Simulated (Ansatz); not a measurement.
Mg interstitial in beta Si3N4 (start: void with 6N6Si nearest; 84-site cell, 2×2×2 shifted sampling). Level of theory: PBE, PAW (plane waves to 420 eV; Ansatz, an electronic-structure program). Total energies of the localised charge states, counted from that of charge +2, and their image corrections (point charge with alignment); the host's valence-band maximum lies at 8.028 eV on the cells' energy zero and its gap is 4.25 eV.

```tsv
charge	moment (μB)	E − E(first) (eV)	correction (eV)
+2	not spin-polarised	0.000	1.330
+1	1.0	12.003	0.447
0	not spin-polarised	23.731	0.000
```

**Question.** Derive the transition levels above the valence-band maximum and say which of them are thermodynamic.

**Answer.** A level is the Fermi energy at which two charges have equal formation energy: ε(q/q′) = [E(q′) + corr(q′) − E(q) − corr(q)] / (q − q′) − E_VBM.
ε(+2/+1) = [(12.003 + 0.447) − (0.000 + 1.330)] / 1 − 8.028 = 3.09 eV
ε(+1/0) = [(23.731 + 0.000) − (12.003 + 0.447)] / 1 − 8.028 = 3.25 eV
Thermodynamic levels at least 0.1 eV inside the gap: (+2/+1) at 3.09 eV; (+1/0) at 3.25 eV. Corrections reach 1.33 eV, so the outer levels may be off by several tenths of an eV. Only the charges listed were compared. The geometries come from one start. Flagged in the runs: a host whose relaxation on this sampling wasn't shown to rest.
